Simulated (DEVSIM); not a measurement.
Structure: Schottky contact on p-type Ge, at 350 K.

Layer 1 from the left is Ge, thickness (μm) 7.90, Na (cm⁻³) 6e15, τn (s) 4.4e-5, τp (s) 4.4e-5.

Left contact: Schottky, work function 4.184 eV, emission velocity 3.9e6 cm/s. Right contact: ohmic. Voltage is applied to the left contact. Recombination: SRH at mid-gap. Mobility is μmin + (μ − μmin)/(1 + (N/Nref)^α).

Constants are typed, rounded textbook-type inputs, not results; the design itself was drawn at random and stands for no fabricated device. Values at 300 K; Nc and Nv go as T^1.5, mobilities as T to minus their exponent, the gap by Varshni's rule with the affinity fixed.

Ge: gap (eV) 0.664, affinity (eV) 4, permittivity 16, Nc (cm⁻³) 1.04e19, Nv (cm⁻³) 6e18, μn (cm²/Vs) 3900, μp (cm²/Vs) 1900, μn,min 150, μp,min 100, Nref,n 2.6e17, Nref,p 4e17, αn 0.56, αp 0.6, T exponent of μn 1.66, T exponent of μp 2.33, Varshni α (eV/K) 0.000477, Varshni β (K) 235.

**Question.** Estimate by hand the capacitance at 2 V, and compare with a numerical solution.

**Answer.** 
- Capacitance at 2 V: C = √(qεN / 2(Vbi + |V|)) = 17.4 nF/cm²; numerical 17.0 nF/cm² (estimate above by 2.5 %).

DEVSIM, 1D drift-diffusion, Boltzmann statistics, complete ionisation; no tunnelling, impact ionisation, image-force lowering or self-heating. Metal contacts follow the ideal Schottky-Mott rule: no Fermi-level pinning, no interface dipoles.
